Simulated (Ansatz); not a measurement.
# One base run on MgCd3 (I4/mmm, 4 atoms in the cell) and variants with one or two settings moved

```cif
data_Cd3Mg
_chemical_formula_sum 'Mg1 Cd3'
_space_group_name_H-M_alt 'P 1'
_space_group_IT_number 1
_cell_length_a 5.39486
_cell_length_b 5.39486
_cell_length_c 5.39486
_cell_angle_alpha 131.957
_cell_angle_beta 131.957
_cell_angle_gamma 70.297
loop_
_space_group_symop_operation_xyz
  'x, y, z'
loop_
_atom_site_label
_atom_site_type_symbol
_atom_site_fract_x
_atom_site_fract_y
_atom_site_fract_z
_atom_site_occupancy
Mg1 Mg 0.00000 0.00000 0.00000 1
Cd1 Cd 0.50000 0.50000 0.00000 1
Cd2 Cd 0.25000 0.75000 0.50000 1
Cd3 Cd 0.75000 0.25000 0.50000 1
```

Base run A: PBEsol, default PAW files made with PBE (Ansatz, an electronic-structure program), self-consistent single point.

Its settings: basis.ecutwfc = 420 eV; kpoints.mp_grid.grid = 9 9 9; hamiltonian.xc = pbesol; hamiltonian.pseudopotentials = {kind: paw} (the program's default PAW files); scf.occupations.method = fermi_dirac; scf.occupations.width = 0.1 eV.

The starting cell comes from a database of computed structures (which also holds hypothetical and non-ambient phases and stackings), without a prior relaxation at this level. Ansatz's pressure includes its estimate of the finite-basis (Pulay) stress.

ΔF is the free energy per atom less that of run A. 

Run A gave: pressure (GPa) -1.35; largest force (eV/Å) 0.000; k-points 75; valence electrons 70.

Runs:
- B: 1 x 2 x 1 supercell, mesh divided and rounded up; kpoints.mp_grid.grid: 9 9 9 → 9 5 9
- C: scf.occupations.method: fermi_dirac → tetrahedron; scf.occupations.width: 0.1 eV → default
- D: crystal.symmetry.detect: default → false
- E: scf.mixing.algorithm: default (the program chose MSR1) → broyden; scf.mixing.ndim: default → 12
- F: scf.mixing.algorithm: default (the program chose MSR1) → broyden; scf.mixing.beta: default → 0.3

Problem. What does run C change against A?

Solution. The free energy goes up by 5.4 meV/atom and the pressure goes from -1.35 to -1.53 GPa.

| run | ΔF (meV/atom) | pressure (GPa) | largest force (eV/Å) | k-points | valence electrons |
|---|---|---|---|---|---|
| A | 0.00 | -1.35 | 0.000 | 75 | 70 |
| B | 0.95 | -1.33 | 0.008 | 203 | 140 |
| C | 5.4 | -1.53 | 0.000 | 75 | 70 |
| D | 0.00 | -1.35 | 0.000 | 365 | 70 |
| E | 0.00 | -1.35 | 0.000 | 75 | 70 |
| F | 0.00 | -1.35 | 0.000 | 75 | 70 |

Keys are those of Ansatz 0.2.
